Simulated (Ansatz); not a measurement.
The structure below was relaxed with plane-wave PAW DFT at the PBEsol level (Ansatz, a quantum-chemistry and plane-wave program, 420 eV), scalar-relativistic without spin-orbit coupling.

Space group P-4m2 (No. 115); a = b = 3.3311 Å, c = 14.5198 Å, α = β = γ = 90.00°

```tsv
atom	site	symmetry	x	y	z
Zn	2g	2mm.	0.5000	0.0000	0.3751
Ge	2g	2mm.	0.0000	0.5000	0.1244
Ge	2e	2mm.	0.0000	0.0000	0.2491
Zn	1b	-4m2	0.5000	0.5000	0.0000
Ge	1c	-4m2	0.5000	0.5000	0.5000
```

### Question
Write out a cell with all atoms.

### Answer
```
Zn3Ge5
1.0
    3.33111     0.00000     0.00000
    0.00000     3.33111     0.00000
    0.00000     0.00000    14.51977
Zn Ge
3 5
Direct
  0.50000   0.00000   0.37515
  0.00000   0.50000   0.62485
  0.50000   0.50000   0.00000
  0.00000   0.50000   0.12442
  0.50000   0.00000   0.87558
  0.00000   0.00000   0.24910
  0.00000   0.00000   0.75090
  0.50000   0.50000   0.50000
```
This is the conventional cell.

Each cell is one ordered arrangement of few atoms, which overstates ordering effects compared with a random alloy. No phonon test of stability was made. The final runs are not spin-polarised. The cell was made from Ge by this change: x(Zn) = 0.375, 8 atoms, P-4m2. Under x(Zn) = 0.375, 8 atoms, P-4m2 the cell changed shape so far that it is another structure.
